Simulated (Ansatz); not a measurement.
## Habitual settings against a tight run: CaIn₂Pd (P2_1/m, 8 atoms in the cell)

Self-consistent single point.

```
CELL_PARAMETERS angstrom
      4.50844     0.00000     0.00000
      0.00000     7.86733     0.00000
     -2.23373     0.00000     5.27471
ATOMIC_POSITIONS crystal
  Ca 0.56611 0.25000 0.13104
  Ca 0.43389 0.75000 0.86896
  In 0.85453 0.05331 0.70909
  In 0.14547 0.94669 0.29091
  In 0.14547 0.55331 0.29091
  In 0.85453 0.44669 0.70909
  Pd 0.28390 0.25000 0.56630
  Pd 0.71610 0.75000 0.43370
```

Level of theory: r2SCAN, harder PAW files (source: ansatz) made with PBE (plane waves; Ansatz, a quantum-chemistry and plane-wave program).

Base settings: basis.ecutwfc = 870 eV; kpoints.mp_grid.grid = 4 2 3; hamiltonian.xc = r2scan; hamiltonian.pseudopotentials = {kind: paw, source: ansatz}; scf.occupations.method = fermi_dirac; scf.occupations.width = 0.1 eV.

Tight run (finer mesh or higher cutoff; not a proven limit): basis.ecutwfc: 870 eV → 1220 eV; kpoints.mp_grid.grid: 4 2 3 → 6 3 5; scf.convergence.dr2_threshold: default (1e-07 eV) → 1e-09 eV. It gave Fermi level (on the code's own zero) 12.25 eV; pressure -1.84 GPa; largest force (vector length) 0.040 eV/Å.

Quick runs, as changes from the base:
- A: basis.ecutwfc: 870 eV → 695 eV; kpoints.mp_grid.grid: 4 2 3 → 2 2 2; scf.occupations.method: fermi_dirac → cold; scf.occupations.width: 0.1 eV → 0.2 eV; scf.convergence.dr2_threshold: default (1e-07 eV) → 0.0001 eV
- B: basis.ecutwfc: 870 eV → 520 eV; kpoints.mp_grid.grid: 4 2 3 → 1 1 1; scf.occupations.method: fermi_dirac → cold; scf.occupations.width: 0.1 eV → 0.2 eV; kpoints.mp_grid.shift: default → 0.5 0.5 0.5; scf.convergence.dr2_threshold: default (1e-07 eV) → 0.0001 eV; width narrowed by the program to 0.1090 eV
- C: basis.ecutwfc: 870 eV → 435 eV; kpoints.mp_grid.grid: 4 2 3 → 2 2 2; scf.occupations.method: fermi_dirac → methfessel_paxton; scf.occupations.width: 0.1 eV → 0.136 eV
- D: basis.ecutwfc: 870 eV → 610 eV; kpoints.mp_grid.grid: 4 2 3 → 4 4 4

Energies are extrapolated to zero smearing width, which holds to low order in the width alone.

The count of work is k-points × plane waves × bands × iterations; it is no time. 

Pressures in the table are Ansatz's without its Pulay estimate, at a fixed set of plane waves; the tight run's value above holds the estimate.

The starting cell comes from a database of computed structures (which also holds hypothetical and non-ambient phases and stackings), without a prior relaxation at this level. Its lattice was rescaled by a random factor within 2.5 % of one. Spin polarisation is off. Without a gap this mesh is coarse (it stands for a supercell whose shortest vector is 16 Å).

| run | energy less tight (meV/atom) | pressure less tight (GPa) | largest miss in a force vector (eV/Å) | count of work / tight |
|---|---|---|---|---|
| A | -21.0 | -0.42 | 0.407 | 0.072 |
| B | -127.0 | -5.67 | 0.699 | 0.0076 |
| C | 549.8 | -30.11 | 0.413 | 0.046 |
| D | 7.2 | -0.26 | 0.054 | 0.29 |

Among the runs at the tight run's level, the energy misses run from 7.2 to 549.8 meV/atom.

Left out of this page: 1 run of the series outside the window shown, repeating another row's setting, or not comparable.

Keys are those of Ansatz 0.2.
